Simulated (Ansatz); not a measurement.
## HfGe₂ (model structure, started from the MoSi2 type, I4/mmm, No. 139, 3 atoms in the cell): properties by level of theory

```json
[
 {"level (code)": "PBE (Ansatz)", "equilibrium lattice constant a (Å)": "3.467", "c axis length (Å)": "?", "formation enthalpy (eV/atom)": "-0.255"},
 {"level (code)": "PBEsol (Ansatz)", "equilibrium lattice constant a (Å)": "3.409", "c axis length (Å)": "?", "formation enthalpy (eV/atom)": "-0.346"},
 {"level (code)": "PBE-D3(BJ) (Ansatz)", "equilibrium lattice constant a (Å)": "3.411", "c axis length (Å)": "?", "formation enthalpy (eV/atom)": "-0.347"}
]
```

Task: What belongs in the gaps?

Result: 
- PBE (Ansatz, a first-principles code), c axis length (Å): 9.082
- PBEsol (Ansatz), c axis length (Å): 9.001
- PBE-D3(BJ) (Ansatz), c axis length (Å): 9.043

Ansatz's density-functional and Hartree–Fock values are scalar-relativistic unless marked +SOC, with PAW data made under PBE.

A model structure was made by putting elements into a prototype or built by hand; it is no filed structure, need not be a known phase, and can be a saddle point held by its symmetry.
